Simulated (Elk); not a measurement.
A self-consistent single point of LaAu (Cmcm, 4 atoms in the cell) with Elk.

Level of theory: PBEsol, spin-orbit coupling in second variation, all-electron FP-LAPW, Elk's shipped species files, APW+lo basis with extra local orbitals (Elk).

```
CELL_PARAMETERS angstrom
      1.97258    -5.71152     0.00000
      1.97258     5.71152     0.00000
      0.00000     0.00000     4.73583
ATOMIC_POSITIONS crystal
  La 0.86498 0.13502 0.75000
  La 0.13502 0.86498 0.25000
  Au 0.58700 0.41300 0.75000
  Au 0.41300 0.58700 0.25000
```

Reference input (self-consistent single point, DFT, PBEsol, all-electron FP-LAPW, Elk's shipped species files, APW+lo basis with extra local orbitals): xctype = 22; rgkmax = 8; stype = 3; swidth = 0.00367493 Ha; ngridk = 6 6 5; gmaxvr = 14 1/bohr; nxlo = 2; lorbcnd = true; rmtscf = 0.98; lmaxi = 3. This run's input differs from it in these lines:

```diff
@@ -5,2 +5,5 @@
   22
+
+spinorb
+  .true.
 
@@ -23,2 +26,5 @@
   3
+
+nempty
+  10
```

The program printed (abridged):

```
│ Self-consistent loop started │
│ Loop number : 1 │
 total energy                :     -55032.2843723
 total moment                :  -0.4858476682E-18  0.9686554916E-19  0.1239321108E-17
│ Loop number : 2 │
 total energy                :     -55035.7122107
 total moment                :  -0.4886249335E-18  0.1461686538E-18  0.1235336221E-17
RMS change in Kohn-Sham potential (target) :   0.2522006998     (  0.1000000000E-05)
Absolute change in total energy (target)   :    3.427838359     (  0.1000000000E-03)
│ Loop number : 3 │
 total energy                :     -55050.6022423
   [... lines left out ...]
 total energy                :     -55074.4867125
 total moment                :  -0.5149587878E-18  0.8939081135E-19  0.1116368962E-17
RMS change in Kohn-Sham potential (target) :   0.1704164229E-06 (  0.1000000000E-05)
Absolute change in total energy (target)   :   0.4696264368E-03 (  0.1000000000E-03)
│ Loop number : 17 │
 total energy                :     -55074.4867510
 total moment                :  -0.5128502921E-18  0.3873783780E-19  0.1116242392E-17
RMS change in Kohn-Sham potential (target) :   0.5114270797E-07 (  0.1000000000E-05)
Absolute change in total energy (target)   :   0.7890656707E-04 (  0.1000000000E-03)
Convergence targets achieved

│ Loop number : 18 │

Energies :
 Fermi                       :     0.328538148176
 xc effective B-field        :    -0.507545794790E-08
 external B-field            :      0.00000000000
 total energy                :     -55074.4867475
 (external B-field energy excluded from total)

Density of states at Fermi energy :    77.00562154
 (states/Hartree/unit cell)

Estimated indirect band gap :   0.3332343407E-02
 from k-point     11 to k-point     30
Estimated direct band gap   :   0.7864962464E-02
 at k-point     30

Charges :
 core                        :    188.0000000
 valence                     :    84.00000000
 interstitial                :    6.655360130
 muffin-tins (core leakage)
  species :    1 (La)
   atom    1                 :    54.46028433     (  0.3026520029E-03)
   [... lines left out ...]
  species :    2 (Au)
   atom    1                 :    0.000000000     -0.1024072864E-19   0.000000000
   atom    2                 :    0.000000000     -0.1024072864E-19   0.000000000
 total in muffin-tins        :    0.000000000     -0.2923550600E-19   0.000000000
 total moment                :  -0.5133431229E-18  0.4055946550E-19  0.1116327167E-17

│ Self-consistent loop stopped │
```

The run converged in 18 iterations. The count includes the last loop, which Elk runs after its targets are met. 

The starting cell comes from a database of computed structures (which also holds hypothetical and non-ambient phases and stackings), without a prior relaxation at this level. Its lattice was rescaled by a random factor within 2.5 % of one. Values depend on the basis (sphere radii, cutoffs, local orbitals), which need not be converged. The log's line on a gap gives a spacing of levels on this mesh, which the program prints for metals too.

Cost on one core of a shared machine: roughly 9 min.
